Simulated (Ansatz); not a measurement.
Input and report of a finite-temperature phonon run in Ansatz (PBEsol). The cell is fixed at its relaxed static size. Melting and transitions to other phases are not modelled.

Ansatz 0.2 input:
```yaml
crystal:
  lattice:
    - [4.1806677001, 0.0, 0.0]
    - [0.0, 4.1806677001, 0.0]
    - [0.0, 0.0, 4.1806677001]
  atoms:
    - { symbol: Ba, position: [0.0, 0.0, 0.0] }
    - { symbol: Zr, position: [0.5, 0.5, 0.5] }
    - { symbol: O, position: [0.0, 0.5, 0.5] }
    - { symbol: O, position: [0.5, 0.5, 0.0] }
    - { symbol: O, position: [0.5, 0.0, 0.5] }
kpoints:
  mp_grid: { grid: [6, 6, 6] }
hamiltonian:
  xc: pbesol
  pseudopotentials: { kind: paw }
scf:
  occupations: { method: fixed }
phonons:
  supercell: [2, 2, 2]
  self_consistent:
    temperatures: [300, 1000]
    max_frequency_error: 3.0
    max_frames: 240
checkpoint:
  write: run
output:
  stress: true
```

```
--- Phonons at temperature: the self-consistent harmonic approximation ---
  40 frames of 40 atoms (2×2×2 cells), in populations of 8, 8, 8 at 1000 K and 8, 8 at 300 K: nothing lacks frames
  of 40 their SCF's own steps read whether they stand on a minimum of the electronic energy; no probe, look outside the group or whole filling of a shell is made of a frame, whatever scf.lower_state_search; one on another minimum than the …
  at 300 K
    the largest error of a frequency is 0.14 times what was asked for; the fitted model misses 3.4 % of the forces, every mode counted alike and far frames for less, of frames that it was not fitted to; the frames count as 16.0 of this …
    softest of the free energy's second derivatives: 56.73 ± 1.23 cm⁻¹ at q 0.5000 0.5000 0.5000; ahead of this temperature's last population 56.58
    the crystal stands in this phase at this temperature, as far as these wave vectors tell
    the ions' mean positions are those at rest
    free energy -11682.942294 ± 0.000158 eV a cell, of which vibrations 0.050815; entropy 123.468 ± 0.043 J/(mol·K) of cells
      by the supercell's own 117 modes alone, which lack the rigid motions: not to be laid beside figures on a mesh. There are none: the force constants hold no dipole–dipole term between the supercell's wave vectors
      the supercell's own free energy is the best Gaussian's, an upper bound on the crystal's: what lies beyond it on the fitted surface stands below, to be added
    pressure 1.1087 ± 0.0140 GPa; at rest -0.0052, so that the ions' motion makes +1.1139
      stress (GPa, positive in compression): xx 1.1087 ± 0.0140, yy 1.1087 ± 0.0140, zz 1.1087 ± 0.0140, yz 0.0000 ± 0.0000, xz 0.0000 ± 0.0000, xy -0.0000 ± 0.0000
      by the supercell's own 117 modes alone, which lack the rigid motions: in the warmth about 1/40 of what the motion makes, which no ± holds; not to be laid beside figures on a mesh
    beyond the Gaussian, in the hollow that it stands in and those that the ions reach from there, by exact statistics on the surface that is fitted to the frames (rings of 8 beads):
      free energy -0.004721 ± 0.000182 eV a cell
      leaving out a pair of frames, or group of many, changes the fitted energy by up to 0.03 k_B T, T the rings' temperature (one standard deviation); of these ± those of the frequencies lack the bias that few frames leave, and those of …
      pressure -0.0990 ± 0.0107 GPa; with it, by the rings' own mean, 1.0094 ± 0.0157, so that the ions' motion makes +1.0146: by the supercell's own 117 modes alone, as the Gaussian's
      mean square displacement, over the three axes, of site 2 from 0, O, the most changed: 0.04277 ± 0.00032 Å², of which +0.00586 beyond the Gaussian's
      softest frequency by how far the rings' centres move (above zero always: no sign of whether the crystal stands): 57.36 ± 0.59 cm⁻¹ at q 0.5000 0.5000 0.5000
    frequencies (cm⁻¹; below zero: imaginary; ±: error) of the harmonic crystal, of the Gaussian, of the free energy's second derivatives, each in its own ascending order
      q 0.0000 0.0000 0.0000
            87.94      115.65 ±  0.16      112.91 ±  0.19
            87.94      115.65 ±  0.16      112.91 ±  0.19
            87.94      115.65 ±  0.16      112.91 ±  0.19
           174.02      202.17 ±  0.38      197.52 ±  0.62
           174.02      202.17 ±  0.38      197.52 ±  0.62
           174.02      202.17 ±  0.38      197.52 ±  0.62
           188.48      209.28 ±  0.72      205.54 ±  0.84
           188.48      209.28 ±  0.72      205.54 ±  0.84
           188.48      209.28 ±  0.72      205.54 ±  0.84
           502.17      501.32 ±  0.49      496.59 ±  0.64
           502.17      501.32 ±  0.49      496.59 ±  0.64
           502.17      501.32 ±  0.49      496.59 ±  0.64
      q 0.0000 0.0000 0.5000, and 2 like it
            76.28       86.40 ±  0.11       83.43 ±  0.14
            76.28       86.40 ±  0.11       83.43 ±  0.14
           114.07      121.41 ±  0.22      118.24 ±  0.24
           114.07      121.41 ±  0.22      118.24 ±  0.24
           129.24      134.40 ±  0.22      129.86 ±  0.67
           190.38      214.39 ±  0.65      208.71 ±  0.76
           190.38      214.39 ±  0.65      208.71 ±  0.76
           214.91      223.96 ±  0.41      218.55 ±  0.46
           219.07      235.04 ±  0.37      227.71 ±  0.50
           250.64      262.38 ±  0.19      259.10 ±  0.31
           250.64      262.38 ±  0.19      259.10 ±  0.31
           417.28      424.70 ±  0.59      419.42 ±  2.33
           489.80      488.97 ±  0.42      483.40 ±  0.48
           489.80      488.97 ±  0.42      483.40 ±  0.48
           720.20      709.55 ±  1.04      693.96 ±  2.37
      q 0.0000 0.5000 0.5000, and 2 like it
            36.34       85.44 ±  0.08       81.90 ±  0.20
            75.91       88.09 ±  0.12       84.09 ±  0.28
            75.91       88.09 ±  0.12       84.09 ±  0.28
            77.13       98.96 ±  0.41       88.91 ±  0.74
           138.54      143.41 ±  0.33      141.74 ±  0.34
           196.18      210.15 ±  0.34      205.29 ±  0.66
           196.18      210.15 ±  0.34      205.29 ±  0.66
           262.28      273.72 ±  0.34      269.55 ±  0.37
           262.28      273.72 ±  0.34      269.55 ±  0.37
           338.96      340.46 ±  0.37      336.17 ±  0.40
           338.96      340.46 ±  0.37      336.17 ±  0.40
           391.63      398.84 ±  0.43      393.69 ±  0.49
           475.45      475.72 ±  0.74      469.69 ±  1.19
           552.39      548.08 ±  1.11      535.74 ±  1.62
           769.11      760.52 ±  0.75      747.68 ±  2.90
      q 0.5000 0.5000 0.5000
           -71.95       66.07 ±  0.38       56.73 ±  1.23
           -71.95       66.07 ±  0.38       56.73 ±  1.23
           -71.95       66.07 ±  0.38       56.73 ±  1.23
```

 A stable verdict is local, and a supercell this small can stiffen soft modes, so the symmetric phase can look stable where the real crystal is distorted.

Cost: very roughly 3 core-hours.

Ansatz is a quantum-chemistry and plane-wave program.
